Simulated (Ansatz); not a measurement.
## Effect of Ru → Ag on Ru

The parent structure is Ru in the hcp (Mg type) structure (space group P6_3/mmc, No. 194; a = 2.706 Å, c = 4.262 Å).

Now apply this change: every Ru is replaced by Ag; the structure is relaxed again.

Level of theory: DFT with r2SCAN, PAW potentials and a 500 eV plane-wave cutoff in Ansatz (a first-principles code), scalar-relativistic without spin-orbit coupling, earlier PAW set. Γ-centred 18×18×10 mesh, Fermi–Dirac width 0.05 eV, for the changed cell.

| quantity | base | changed | shift |
|---|---|---|---|
| volume per atom | 13.51 Å³ | 17.34 Å³ | +3.823 Å³ |
| density | 12.42 g/cm³ | 10.33 g/cm³ | -2.09 g/cm³ |
| c/a ratio | 1.575 | 1.636 | +0.061 |
| shortest interatomic distance | 2.642 Å | 2.903 Å | +0.261 Å |
| band gap | zero | zero | – |

Cost of the whole job for the changed cell (relaxation, final SCF and bands): very roughly 2.5 core-minutes.

Stability against distortions was not tested. The final runs are not spin-polarised. This is not the structure that Ag has at room temperature and ambient pressure.
